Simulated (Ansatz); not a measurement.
Start from CaF2 (space group Pmc2_1, No. 26; a cell from a computed database, its experimental status unchecked).

```
CaF2
1.0
    3.46966     0.00000     0.00000
    0.00000     4.10548     0.00000
    0.00000     0.00000     5.87606
Ca F
2 4
Direct
  0.00000   0.14409   0.70213
  0.00000   0.85591   0.20213
  0.50000   0.08857   0.97951
  0.50000   0.91143   0.47951
  0.00000   0.63246   0.85136
  0.00000   0.36754   0.35136
```

Levels (all Ansatz, an electronic-structure program, PAW): PBEsol (420 eV, no SOC); r2SCAN (500 eV, scalar-relativistic without spin-orbit coupling).

Its gap is 6.32 eV with PBEsol and 7.11 eV with r2SCAN.

It is then changed as follows: every lattice vector is shortened by 4.13 %; the atoms relax in the strained cell.

With PBEsol the gap becomes 6.59 eV.

Question: If the r2SCAN correction stayed the same, what would the r2SCAN gap be, and what does the r2SCAN run give?

Answer: A rigid correction of +0.79 eV gives 7.38 eV. The r2SCAN run gives 7.38 eV, so the two effects roughly add.

Single points use the geometry relaxed with PBEsol. Stability against distortions was not tested.
